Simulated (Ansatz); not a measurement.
Data:

```yaml
crystal:
  lattice:
    - [5.93364, 0.00000, 0.00000]
    - [-2.96682, 5.13868, 0.00000]
    - [0.00000, 0.00000, 5.55010]
  atoms:
    - { symbol: Zn, position: [0.33333, 0.66667, 0.95465] }
    - { symbol: Zn, position: [0.66667, 0.33333, 0.95465] }
    - { symbol: Zn, position: [0.00000, 0.00000, 0.01592] }
    - { symbol: Zn, position: [0.70297, 0.00000, 0.52378] }
    - { symbol: Zn, position: [0.00000, 0.70297, 0.52378] }
    - { symbol: Zn, position: [0.29703, 0.29703, 0.52378] }
    - { symbol: S, position: [0.33333, 0.66667, 0.37142] }
    - { symbol: S, position: [0.66667, 0.33333, 0.37142] }
    - { symbol: O, position: [0.00000, 0.00000, 0.37604] }
    - { symbol: O, position: [0.67933, 0.00000, 0.87779] }
    - { symbol: O, position: [0.00000, 0.67933, 0.87779] }
    - { symbol: O, position: [0.32067, 0.32067, 0.87779] }
```

No spin polarisation.

All numbers come from r2SCAN (Ansatz, a first-principles code), no spin-orbit coupling. k-mesh 7×7×6 (Γ-centred); smearing 0.05 eV (Fermi–Dirac).

What is the computed gap character (in this cell's own zone, which can be folded)?

Direct at Γ.

Estimate the band gap.

1.10 eV.

Each cell is one ordered arrangement of few atoms, which overstates ordering effects compared with a random alloy. Whether these cells are dynamically stable was not tested. The cell was made from ZnO by this change: x(S) = 0.333, 12 atoms, P31m.
